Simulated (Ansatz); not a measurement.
The starting structures come from a database of crystals and need not be the phases stable at ambient conditions.

Inside the gap of an insulator the Bloch states are evanescent, with a wavenumber k + iκ along the transport direction.

Consider the following.

```
CELL_PARAMETERS angstrom
      7.05562     0.01486    -0.00872
     -1.98010     7.85162    -0.01753
      0.00000     4.00666     6.82824
ATOMIC_POSITIONS crystal
  Tl 0.51417 0.23344 0.77601
  Tl 0.48583 0.76656 0.22399
  Tl 0.98583 0.76656 0.00945
  Tl 0.01417 0.23344 0.99055
  Sn 0.46570 0.24139 0.24600
  Sn 0.53430 0.75861 0.75400
  Sn 0.03430 0.75861 0.48739
  Sn 0.96570 0.24139 0.51261
  S  0.69340 0.45670 0.35721
  S  0.30660 0.54330 0.64279
  S  0.80660 0.54330 0.81391
  S  0.19340 0.45670 0.18609
  S  0.75000 0.00000 0.41175
  S  0.25000 0.00000 0.58825
```

Space group of this cell: C2/c. The cell was relaxed by PBE-D3(BJ); by PBEsol its mean pressure is -1.0 GPa.

Transport runs along the normal of the first two printed cell vectors.

No gap correction and no spin-orbit coupling; mid-gap values are interpolated between computed energies.

Problem. Give the band gap and the smallest decay constant κ at mid-gap that PBEsol run with Ansatz (an electronic-structure program) yields.

Solution. Gap 0.41 eV on a 6×6×6 mesh; κ = 0.112 1/Å, at (0.333, 0.250) of the in-plane reciprocal vectors. At the zone centre, at the nearest computed energy, the slowest state has κ = 0.13 1/Å.
